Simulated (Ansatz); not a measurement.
Ru: uniaxial strain ε_zz = −2.00 %

The reference is Ru in the hcp (Mg type) structure (space group P6_3/mmc, No. 194; a = 2.691 Å, c = 4.249 Å; relaxed with 0.1 eV smearing). Axes: x lies along a and z along c of the hexagonal cell.

Perturbation: the cell is compressed by 2.00 % along z with no lateral relaxation; the atoms relax in the strained cell.

All numbers come from Ansatz (an electronic-structure program) PBEsol, no spin-orbit coupling. Settings: 25×25×14 k-points, 0.1 eV Fermi–Dirac smearing.

| quantity | base | changed | shift |
|---|---|---|---|
| volume per atom | 13.33 Å³ | 13.06 Å³ | -0.27 Å³ |
| space group | P6_3/mmc (No. 194) | P6_3/mmc (No. 194) | – |
| shortest interatomic distance | 263.2 pm | 259.8 pm | -3.4 pm |
| energy relative to the base (free energy F) | 0 meV/atom | +12 meV/atom | +12 meV/atom |
| pressure (mean of the normal stresses, compression positive) | 0.0 GPa | 7.8 GPa | +7.8 GPa |
| band gap | zero | zero | – |
| stress (xx, yy, zz, yz, xz, xy; compression positive) | – | (4.2, 4.2, 15.2, 0.0, 0.0, 0.0) GPa | – |

Cost of the whole job for the changed cell (relaxation, final SCF and bands): around 20 core-seconds (rough).

Whether these cells are dynamically stable was not tested. All final runs are without spin polarisation.
